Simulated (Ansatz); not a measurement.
**Harmonic thermodynamics of KCl in the rock salt structure**

Per mole of formula units at the relaxed static volume; finite displacements on a 6×6×6 mesh, PBE density-functional theory in Ansatz (plane waves, PAW), k mesh 6×6×6; sums on an interpolated 12×12×12 mesh.  Zero-point energy 3.84 kJ/mol.

| T (K) | F_vib (kJ/mol) | S (J/mol/K) | C_V (J/mol/K) |
|---|---|---|---|
| 100 | 2.41 | 35.9 | 40.7 |
| 150 | 0.16 | 53.5 | 45.4 |
| 200 | -2.87 | 66.8 | 47.3 |
| 250 | -6.48 | 77.5 | 48.2 |
| 300 | -10.59 | 86.3 | 48.7 |
| 400 | -19.96 | 100.4 | 49.2 |
| 600 | … | … | … |
| 800 | -67.77 | 134.8 | 49.7 |
| 1000 | -95.87 | 145.9 | 49.8 |

Task: Complete the blanks.

Result: 
- 600, F_vib (kJ/mol): -42.18
- 600, S (J/mol/K): 120.5
- 600, C_V (J/mol/K): 49.6

No phase change or melting is allowed for: the numbers belong to this structure as given.

Ansatz is a program for electronic structure.
